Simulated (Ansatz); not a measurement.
# V2O5 (P2₁/m, No. 11, 14 atoms in the cell; start mp-510568)

All values below come from PBEsol in Ansatz (plane waves, PAW).

Settings: plane-wave cutoff 500 eV, 6×12×6 k mesh (along the axes of the cell as run), gaussian smearing 0.02 eV, no spin polarisation, scalar-relativistic PAW data made under PBE.

Cell (relaxed at this level):

```yaml
crystal:
  lattice:
    - [6.24471, 0.00000, 0.06796]
    - [0.00000, 3.54045, 0.00000]
    - [0.06035, 0.00000, 7.73200]
  atoms:
    - { symbol: V, position: [0.74685, 0.25000, 0.74309] }
    - { symbol: V, position: [0.25315, 0.75000, 0.25691] }
    - { symbol: V, position: [0.19540, 0.25000, 0.90902] }
    - { symbol: V, position: [0.80460, 0.75000, 0.09098] }
    - { symbol: O, position: [0.74380, 0.75000, 0.82143] }
    - { symbol: O, position: [0.25620, 0.25000, 0.17857] }
    - { symbol: O, position: [0.04412, 0.25000, 0.72537] }
    - { symbol: O, position: [0.95588, 0.75000, 0.27463] }
    - { symbol: O, position: [0.44327, 0.25000, 0.83745] }
    - { symbol: O, position: [0.55673, 0.75000, 0.16255] }
    - { symbol: O, position: [0.14512, 0.75000, 0.97002] }
    - { symbol: O, position: [0.85488, 0.25000, 0.02998] }
    - { symbol: O, position: [0.68887, 0.25000, 0.54716] }
    - { symbol: O, position: [0.31113, 0.75000, 0.45284] }
```

```yaml
band_gap: 1.52 eV (on the SCF k mesh)
```

Note: the relaxation could not lower the start's symmetry, so the cell can be a saddle point above a distorted one.

The computed numbers hold no vibrational or temperature effects.

A start named mp-… is a Materials Project structure, which need not be a measured phase.

Ansatz is a first-principles code.
